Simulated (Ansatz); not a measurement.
Results of PBEsol (Ansatz, a quantum-chemistry and plane-wave program, PAW) for Sn (model structure, started from the lonsdaleite type, P6₃/mmc, No. 194, 4 atoms in the cell).

Settings: plane-wave cutoff 520 eV, 18×18×8 k mesh (along the axes of the cell as run), Fermi–Dirac smearing 0.05 eV, scalar-relativistic PAW data made under PBE.

Cell (relaxed at this level):

```cif
data_Sn4
_chemical_formula_sum 'Sn4'
_space_group_name_H-M_alt 'P63/mmc'
_space_group_IT_number 194
_space_group_name_Hall '-P 6c 2c'
_cell_length_a 4.60910
_cell_length_b 4.60910
_cell_length_c 7.58071
_cell_angle_alpha 90.000
_cell_angle_beta 90.000
_cell_angle_gamma 120.000
loop_
_atom_site_label
_atom_site_type_symbol
_atom_site_symmetry_multiplicity
_atom_site_Wyckoff_symbol
_atom_site_fract_x
_atom_site_fract_y
_atom_site_fract_z
_atom_site_occupancy
Sn1 Sn 4 f 0.33333 0.66667 0.06272 1
```

Q: Estimate the bulk modulus B0 that the calculation returns.

A: 
- bulk modulus B0: 42.1 GPa

The run finds no gap.

Note: the bulk modulus is −V dP/dV from two relaxed cells at ±2 % in volume; the relaxation could raise the start's symmetry but not lower it, so the cell can be a saddle point.

Spin–orbit coupling is not included.

Computing time: about 7 core-minutes (a rough figure).

A model structure was made by putting elements into a prototype or built by hand; it is no filed structure, need not be a known phase, and can be a saddle point held by its symmetry.
